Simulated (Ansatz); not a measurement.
**Several settings converged on V (Im-3m, 1 atom in the cell)**

```xyz
1
Lattice="-1.5074 1.5074 1.5074 1.5074 -1.5074 1.5074 1.5074 1.5074 -1.5074" Properties=species:S:1:pos:R:3 pbc="T T T"
V      0.0000     0.0000     0.0000
```

Base method: PBE (plane waves, PAW; Ansatz, an electronic-structure program).

Base settings: basis.ecutwfc = 420 eV; kpoints.mp_grid.grid = 15 15 15; hamiltonian.xc = pbe; hamiltonian.pseudopotentials = {kind: paw} (the program's default PAW files); scf.occupations.method = gaussian; scf.occupations.width = 0.1 eV.

The count of work is k-points × plane waves × bands × iterations; it is no time. 

**The cutoff for other potential files**

Level: DFT, PBE, plane waves, harder PAW files (source: ansatz).

In this ladder: hamiltonian.pseudopotentials = {kind: paw, source: ansatz}.

The second cell is the first with its lattice scaled by 0.98.

The mesh stays at the base's, so the ladder's end is converged at best in this setting alone.

The first pressure column holds Ansatz's estimate of the finite-basis (Pulay) stress, which hides part of the cutoff error; the other is without it.

Only quantities that move along the ladder and can be compared are tabulated.

```tsv
basis.ecutwfc	free energy less the last step's (meV/atom)	energy of the compressed cell less the first (meV/atom)	pressure (GPa)	pressure without the Pulay estimate (GPa)	count of work / last
380 eV	5641.68	90.78	10.09	-283.12	0.12
460 eV	1344.93	17.01	-2.24	-91.29	0.15
590 eV	112.56	12.11	-3.16	-14.47	0.20
715 eV	4.80	10.58	-3.43	-4.20	0.28
840 eV	0.13	10.50	-3.43	-3.44	0.36
1010 eV	0.06	10.51	-3.43	-3.43	0.45
1260 eV	0.03	10.51	-3.43	-3.43	0.67
1680 eV	0.00	10.51	-3.43	-3.43	1.0
```

Coarsest basis.ecutwfc that holds the free energy within 1 meV/atom of the last step, with all finer ones: 840 eV, at 0.36 of the last step's count of work; the step before is off by 4.8 meV/atom.

Coarsest basis.ecutwfc that holds the pressure without the Pulay estimate within 0.1 GPa of the last step, with all finer ones: 840 eV, at 0.36 of the last step's count of work; the step before is off by 0.77 GPa.

Coarsest basis.ecutwfc that holds the pressure within 0.1 GPa of the last step, with all finer ones: 715 eV, at 0.28 of the last step's count of work; the step before is off by 0.27 GPa.

The energy difference between the two cells stays within 1 meV/atom of the last step's from 715 eV on, the total only from 840 eV on: much of the error is common to both cells and cancels.

At the lowest cutoff the pressure without the Pulay estimate lies 280 GPa under the last step's, the usual sign of Pulay stress in an incomplete plane-wave basis.

**The cutoff for other potential files**

Level: DFT, PBE, plane waves, norm-conserving files (source: ansatz).

In this ladder: hamiltonian.pseudopotentials = {kind: nc, source: ansatz}.

The second cell is the first with its lattice scaled by 0.98.

The mesh stays at the base's, so the ladder's end is converged at best in this setting alone.

The first pressure column holds Ansatz's estimate of the finite-basis (Pulay) stress, which hides part of the cutoff error; the other is without it.

Only quantities that move along the ladder and can be compared are tabulated.

```csv
basis.ecutwfc,free energy less the last step's (meV/atom),energy of the compressed cell less the first (meV/atom),pressure (GPa),pressure without the Pulay estimate (GPa),count of work / last
515 eV,7352.04,-67.13,-26.70,-279.13,0.12
630 eV,2334.94,40.41,2.97,-129.83,0.15
800 eV,285.55,2.52,-4.13,-29.91,0.20
970 eV,12.73,11.11,-3.35,-5.37,0.28
1145 eV,0.79,11.10,-3.32,-3.34,0.35
1370 eV,0.53,11.09,-3.33,-3.34,0.45
1715 eV,0.28,11.07,-3.33,-3.34,0.63
2285 eV,0.00,11.06,-3.33,-3.34,1.0
```

Coarsest basis.ecutwfc that holds the energy of the compressed cell less the first within 1 meV/atom of the last step, with all finer ones: 970 eV, at 0.28 of the last step's count of work; the step before is off by 8.5 meV/atom.

Coarsest basis.ecutwfc that holds the pressure without the Pulay estimate within 0.5 GPa of the last step, with all finer ones: 1145 eV, at 0.35 of the last step's count of work; the step before is off by 2.0 GPa.

Coarsest basis.ecutwfc that holds the pressure within 0.05 GPa of the last step, with all finer ones: 970 eV, at 0.28 of the last step's count of work; the step before is off by 0.80 GPa.

The energy difference between the two cells stays within 1 meV/atom of the last step's from 970 eV on, the total only from 1145 eV on: much of the error is common to both cells and cancels.

At the lowest cutoff the pressure without the Pulay estimate lies 276 GPa under the last step's, the usual sign of Pulay stress in an incomplete plane-wave basis.

**The relaxed cell against the cutoff**

In this ladder: relax = cell and atoms.

The mesh stays at the base's, so the ladder's end is converged at best in this setting alone.

Only quantities that move along the ladder and can be compared are tabulated.

| basis.ecutwfc | relaxed volume (Å³/atom) | relaxation steps |
|---|---|---|
| 210 eV | 14.046 | 29 |
| 250 eV | 13.646 | 12 |
| 295 eV | 13.434 | 12 |
| 355 eV | 13.445 | 6 |
| 420 eV | 13.442 | 4 |
| 505 eV | 13.439 | 4 |
| 630 eV | 13.437 | 4 |
| 840 eV | 13.437 | 4 |

Coarsest basis.ecutwfc that holds the relaxed volume within 0.013 Å³/atom of the last step, with all finer ones: 295 eV; the step before is off by 0.21 Å³/atom.

At the lowest cutoff the cell relaxes to a volume 4.5 % larger than at the highest. Ansatz relaxes on a stress corrected for the finite basis.

On the base run: the starting cell has typed, rounded lattice constants, without a prior relaxation at this level. Its lattice was rescaled by up to half a per cent. Spin polarisation is off.

Keys are those of Ansatz 0.2.
